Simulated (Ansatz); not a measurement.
The cell is made up: elements placed on another compound's structure type, so the phase may be hypothetical.

By PBEsol, the system below comes out a metal.

The ballistic (Sharvin) conductance counts the channels at the Fermi level: G/A = (e²/h) × channels of both spins per area.

Here is the system:

```yaml
crystal:
  lattice:
    - [4.08793, 0.00000, 0.00000]
    - [0.00000, 4.08793, 0.00000]
    - [0.00000, 0.00000, 4.08793]
  atoms:
    - { symbol: Al, position: [0.00000, 0.00000, 0.00000] }
    - { symbol: Pd, position: [0.00000, 0.50000, 0.50000] }
    - { symbol: Pd, position: [0.50000, 0.00000, 0.50000] }
    - { symbol: Pd, position: [0.50000, 0.50000, 0.00000] }
    - { symbol: N, position: [0.50000, 0.50000, 0.50000] }
```

Space group of this cell: Pm-3m, anti-perovskite. The cell was relaxed by PBE-D3(BJ); by PBEsol its mean pressure is -1.5 GPa.

The current flows along the normal of the first two printed cell vectors. No spin-orbit coupling; the value is a mean over 0.1 eV about the Fermi level.

Task: Give the ballistic conductance per area that PBEsol (Ansatz, a quantum-chemistry and plane-wave program) yields.

Result: 0.40 × 10¹⁵ S/m² for both spins.
